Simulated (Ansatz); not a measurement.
How the bulk modulus B0 of GaAs (model structure, within 0.1 Å of P6₄22, No. 181, 6 atoms in the cell) moves with the method

No measured value is used here.

| level (code) | value (GPa) | cell (Å³/atom) |
|---|---|---|
| LDA (Ansatz) | (withheld) | 19.90 |
| PBE (Ansatz) | 64.3 | 21.50 |
| PBEsol (Ansatz) | 73.7 | 20.47 |

Fill in the missing entries.


- LDA (Ansatz, a quantum-chemistry and plane-wave program), value (GPa): 78.8

LDA, PBE, PBEsol: the bulk modulus is −V dP/dV from two relaxed cells at ±2 % in volume. Each level is taken at its own relaxed cell. Ansatz's density-functional and Hartree–Fock values are scalar-relativistic unless marked +SOC, with PAW data made under PBE.

A model structure was made by putting elements into a prototype or built by hand; it is no filed structure, need not be a known phase, and can be a saddle point held by its symmetry.
